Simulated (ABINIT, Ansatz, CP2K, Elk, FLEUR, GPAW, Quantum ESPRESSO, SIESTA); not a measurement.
## One structure in several programs: a sheet of PtS2 (3 atoms in the cell)

Self-consistent single point.

```
CELL_PARAMETERS angstrom
      3.35403     0.00000     0.00000
     -1.67701     2.90467     0.00000
      0.00000     0.00000    16.79262
ATOMIC_POSITIONS crystal
  Pt 0.00000 0.00000 0.50000
  S  0.33333 0.66667 0.58315
  S  0.66667 0.33333 0.41685
```

All programs got the same cell, k-point mesh and kind of occupations (in Ansatz's words: kpoints.mp_grid.grid = 11 11 1; scf.occupations.method = fermi_dirac; scf.occupations.width = 0.1 eV); potentials, basis and cutoffs are each program's usual ones.

```csv
code,model,largest force (eV/Å),gap on the mesh (eV),k-points,cutoff
GPAW,"PBE, GPAW PAW datasets PBE (gpaw-data 1.0.1)",0.438,–,16,600 eV
Elk,"PBE, all-electron FP-LAPW, Elk's shipped species files, default APW+lo basis",–,1.440,16,default
SIESTA,"GGA PBE, numerical atomic orbitals DZP, PseudoDojo PBE standard norm-conserving potentials (rewritten from UPF to PSML)",0.049,1.340,61,grid 300 Ry
Quantum ESPRESSO,"PBE, SSSP 1.1.2 efficiency (PBE) pseudopotentials",0.490,1.435,16,40 Ry
FLEUR,"PBE, all-electron FLAPW (FLEUR, film geometry), scalar-relativistic valence",0.523,1.439,16,Kmax 4.1 1/bohr
CP2K,"PBE, GPW, DZVP-MOLOPT-SR-GTH basis, GTH-PBE potentials (GTH_POTENTIALS)",0.445,1.496,61,grid 500 Ry
ABINIT,"PBE, PAW (JTH v2.0 PBE PAW)",0.390,1.396,16,21 Ha
Ansatz,"PBE, PAW files",0.478,1.437,16,420 eV
```

A dash marks a value that a program does not give, or that is left out as unsure.

No gap is tabulated for GPAW: it is not read from that output, or partly filled or unconverged empty levels leave it unsure.

Gaps are read on the mesh. Another mesh or the band path gives a smaller gap, so these values are not converged in the mesh.

The spread over the programs that give each value: largest force within 0.474 eV/Å; gap on the mesh within 0.156 eV.

The starting cell was generated: these elements placed on a structure prototype, without a prior relaxation; it need not be a known phase or ordering of this composition. Its lattice was rescaled in the plane by a random factor within 2.5 % of one. On Ansatz's run: Spin-orbit coupling is off. Another mesh or the band path of this cell gives a smaller gap, so this value is not converged in the mesh.

**Question.** Why do the programs differ, and what cannot be compared?

**Answer.** Differences of this kind can come from the potentials, where these differ, and from what each basis and cutoff leave unconverged. The valence holds different numbers of electrons (GPAW 28, SIESTA 30, Quantum ESPRESSO 28, FLEUR 28, CP2K 30, ABINIT 22, Ansatz (a first-principles code) 30). The zero of total energies and Fermi levels follows the potentials and each program's conventions, so they are not compared here. SIESTA and CP2K use small atom-centred bases, whose incompleteness enters pressures, forces and empty levels differently from a plane-wave cutoff. Elk and FLEUR treat all electrons, but the usual bases taken here (sphere radii, linearisation, local orbitals, empty states) were not tested for convergence, so the values are no reference for the others. The programs reduce the same mesh by symmetry to different extents, which changes the work and not the result. In the force vectors, SIESTA (by 0.409) lies more than 0.08 eV/Å from the median of the plane-wave programs.

Keys are those of Ansatz 0.2.
